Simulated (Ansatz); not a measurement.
The reference is Mo in the bcc (W type) structure (space group Im-3m, No. 229; a = 3.1611 Å; relaxed with 0.1 eV smearing). Axes: x, y, z lie along the cube axes.

All numbers come from PBE in Ansatz (plane waves to 420 eV, PAW, spin-orbit coupling left out).

It is then changed as follows: an isotropic linear strain of −3.00 %, atoms relaxed at fixed cell.

Question: Predict the stress tensor and what it implies for the stiffness.

Answer: Stress of the strained cell less that of the base (GPa, compression positive):
```
   28.7     0.0     0.0
    0.0    28.7     0.0
    0.0     0.0    28.7
```

Then B = −ΔP/(ΔV/V₀) with ΔV/V₀ = -0.0873 gives secant stiffness values (nonlinear terms included at this strain): B ≈ 328 GPa.

As a check, the harmonic strain energy −½ V₀ Δσ:ε is 130 meV/atom; the computed energy rise is 114 meV/atom.

No phonon test of stability was made. All final runs are without spin polarisation.

Ansatz is an electronic-structure program.
